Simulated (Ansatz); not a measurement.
Take BeSe in the zinc blende structure (space group F-43m, No. 216; a = 5.178 Å) as the base.

Calculations: plane-wave PAW DFT at the PBE level (Ansatz, a program for electronic structure, 420 eV), no spin-orbit coupling.

For the base:

- Hole mass = 0.24, 0.48, 0.48 mₑ (at Γ)
- Band gap = 2.67 eV
- Shortest interatomic distance = 2.242 Å

Now apply this change: a hydrostatic pressure of 100 GPa.

How does this affect the hole mass?

The hole mass (degenerate bands, along [100]) goes from 0.24, 0.48, 0.48 mₑ (at Γ) to 0.24, 0.24, 0.30 mₑ (at Γ).

Estimate the effect on the band gap.

The band gap decreases by 1.617 eV, from 2.67 eV to 1.06 eV.

How does this affect the shortest interatomic distance?

The shortest interatomic distance falls by 0.348 Å (2.242 Å → 1.894 Å).

Load acts through the strain it causes; cell and atoms are relaxed under it. Masses are band curvatures over ±0.01 Å⁻¹ around the edge. No phonon test of stability was made. No other phases were tried under pressure.
